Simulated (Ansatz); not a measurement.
Band gap (eV)

Cell A: LiF (rock salt, Fm-3m), 2 atoms in the cell, k-point mesh 14×14×14 on the run's own vectors. Conventional cell: a = 4.0670 Å, b = 4.0670 Å, c = 4.0670 Å, α = 90.00°, β = 90.00°, γ = 90.00°.

Cell B: MgO (rock salt, Fm-3m), 2 atoms in the cell, k-point mesh 14×14×14 on the run's own vectors. Conventional cell: a = b = c = 4.254 Å, α = β = γ = 90.00°.

Computed with Ansatz (plane waves, PAW), its default PAW set, cutoff 420 eV, 500 eV for r2SCAN. The structures are at rest with PBE; other levels are single points on them. HSE06 runs on coarser k-point meshes, which give the PBE gaps of the finer ones within 0.03 eV. Neutral cells; Fermi-Dirac smearing of at most 0.05 eV in the solids, energies taken to zero width. The lattices are those relaxed with PBE, so at other levels the solids can be strained, which adds to the spread. A dispersion term ran beside these levels; it doesn't touch the electrons. Gaps are highest filled to lowest empty Kohn-Sham level on the run's k-point mesh, states of defects and surfaces included; edges off the mesh make the true gap smaller, and under 0.08 eV counts as none.

| system | PBE | r2SCAN | HSE06 |
|---|---|---|---|
| A | 8.84 (direct) | 9.80 (direct) | [?] |
| B | 4.46 (direct) | 5.34 (direct) | 6.17 |

Question: Some entries are withheld; supply them.

Answer: 
- A, HSE06: 11.13

Ansatz is a program for electronic structure.
